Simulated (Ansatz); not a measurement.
Take Se (space group P3_121, No. 152; made of chains) as the base.

```xyz
3
Lattice="4.5066 0.0000 0.0000 -2.2533 3.9028 0.0000 0.0000 0.0000 4.9888" Properties=species:S:1:pos:R:3 pbc="T T T"
Se     0.9774     0.0000     4.1574
Se    -0.4887     0.8465     0.8315
Se     1.7646     3.0563     2.4944
```

Cartesian axes are those of the cell as printed.

Computed with DFT with r2SCAN, PAW potentials and a 500 eV plane-wave cutoff in Ansatz (a first-principles code), scalar-relativistic without spin-orbit coupling, earlier PAW set.

Before the change:

| Quantity | Result |
|---|---|
| Volume per atom | 29.25 Å³ |

The change: uniaxial stress, 3 GPa compression along z; all other stress components relax to zero.

Question: How does this affect the volume per atom, mean lateral Poisson ratio, energy relative to the base and secant Young's modulus along z?

Answer: The volume per atom goes up by 0.415 Å³, from 29.25 Å³ to 29.66 Å³; the mean lateral Poisson ratio is 0.67; the energy rises by 14 meV/atom; the secant Young's modulus along z amounts to 61 GPa.

Load acts through the strain it causes; cell and atoms are relaxed under it. Stability under load was not tested beyond the relaxation. No dispersion term is included, though the crystal is made of layers, chains or molecules, so its spacings can come out too wide.
